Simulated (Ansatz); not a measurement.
## A worked fit of the energy against the cutoff, with one run withheld: GaN (P6_3mc, 8 atoms in the cell)

```
CELL_PARAMETERS angstrom
      3.12216     0.00000     0.00000
     -1.56108     2.70387     0.00000
      0.00000     0.00000    10.22117
ATOMIC_POSITIONS crystal
  Ga 0.00000 0.00000 0.00000
  Ga 0.00000 0.00000 0.50000
  Ga 0.66667 0.33333 0.75018
  Ga 0.33333 0.66667 0.25018
  N  0.00000 0.00000 0.81216
  N  0.00000 0.00000 0.31216
  N  0.66667 0.33333 0.56329
  N  0.33333 0.66667 0.06329
```

Method: PBE (plane waves, PAW; Ansatz, a program for electronic structure).

Base settings: basis.ecutwfc = 30.9 Ry; kpoints.mp_grid.grid = 6 6 2; hamiltonian.xc = pbe; hamiltonian.pseudopotentials = {kind: paw} (the program's default PAW files); scf.occupations.method = methfessel_paxton; scf.occupations.width = 0.0037 Ry.

The last step of the ladder, which sets the zero, is basis.ecutwfc = 61.7 Ry.

The starting cell was generated: these elements placed on a structure prototype, without a prior relaxation; it need not be a known phase or ordering of this composition. Its lattice was rescaled by a random factor within 2.5 % of one.

An empirical form for the window shown: the miss falls exponentially with the largest wave vector, which goes as √cutoff: ln(ΔF) = a + b·√cutoff.

```
basis.ecutwfc  √cutoff (√Ry)  F less the last step's (meV/atom)  ln of it
-------------  -------------  ---------------------------------  --------
18.4 Ry                4.290                            1179.30     7.073
21.7 Ry                4.658                             218.50     5.387
24.6 Ry                4.960                              56.49     4.034
27.9 Ry                5.282                                  ?         ?
30.9 Ry                5.559                               4.01     1.389
```

Problem. Fit the line to the 4 rows given and predict the withheld one.

Solution. Means: x̄ = 4.8668, ȳ = 4.4707. Σ(x − x̄)(y − ȳ) = -3.866 and Σ(x − x̄)² = 0.8641, so b = -4.474 and a = ȳ − b·x̄ = 26.245; ΔF halves for each 0.15 in √cutoff. The largest residual of the fitted rows is 0.021. At x = 5.282 the line gives 2.613, that is 13.6 meV/atom. The run gave 14.61 meV/atom, a miss of 1.01 meV/atom (7 %). The table is a window of a longer ladder. The rows were chosen because the form fits them, the withheld one included, so this shows the method and is no test of the form.

Left out of this page: 6 runs of the series outside the window shown, repeating another row's setting, or not comparable.

Keys are those of Ansatz 0.2.
